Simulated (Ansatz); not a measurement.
Take ZnCu2SnS4 (space group I-4, No. 82; a = 5.3737 Å, c = 10.7548 Å) as the base.

All numbers come from PBEsol (Ansatz, a program for electronic structure; PAW; 420 eV plane waves; no spin-orbit coupling).

Strains are applied to the cell and any free atomic positions relax.

One change was made to it. Results:

The pressure (mean of the normal stresses, compression positive) grows by 1.91 GPa (-0.01 GPa → 1.90 GPa); the energy grows by 2.5 meV/atom.

Problem. Which change produced these results?
A) isotropic strain −1.50 %
B) isotropic strain −2.25 %
C) isotropic strain −0.75 %

Solution. C, isotropic strain −0.75 %. For comparison, the energy relative to the base in the other runs: isotropic strain −2.25 % gives +24 meV/atom; isotropic strain −1.50 % gives +10 meV/atom.

No phonon test of stability was made. The final runs are not spin-polarised.
